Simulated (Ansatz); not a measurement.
System: BiVO₄ (I4₁/a, No. 88, 12 atoms in the cell; start COD 9012062; high-temperature phase). Method: LDA (plane waves, PAW; Ansatz, a quantum-chemistry and plane-wave program).

Numerical settings: plane-wave cutoff 520 eV, 10×10×10 k mesh, Fermi–Dirac smearing 0.01 eV, no spin polarisation, scalar-relativistic PAW data made under PBE.

Cell (measured lattice):

```xyz
12
Lattice="-2.5735 2.5735 5.8608 2.5735 -2.5735 5.8608 2.5735 2.5735 -5.8608" Properties=species:S:1:pos:R:3 pbc="T T T"
Bi     0.0000     0.0000     0.0000
Bi     0.0000     2.5735     2.9304
V      0.0000     0.0000     5.8608
V      2.5735     0.0000     2.9304
O      1.2945     0.7077     2.0114
O      0.7077     1.2790     4.9418
O      3.8525    -0.7077     2.0114
O      1.8658     1.2945    -0.9190
O      1.2790    -0.7077     6.7798
O      1.8658    -1.2790     3.8494
O      1.2945     3.2812     0.9190
O      3.2812     1.2790     3.8494
```

Predict the band gap, smallest direct gap on the k points sampled and direct gap at Γ.


* **band gap**: 2.18 eV
* **smallest direct gap on the k points sampled**: 2.25 eV
* **direct gap at Γ**: 2.81 eV

Note: held by symmetry at 0 K, a high-temperature phase can be a saddle point; cell and atoms aren't relaxed at this level (largest force component 0.10 eV/Å, pressure -8.0 GPa).

Spin–orbit coupling is not included; with these elements it can move the gap by several tenths of an eV or more.

Cost on a shared machine: around 4 core-minutes (rough).
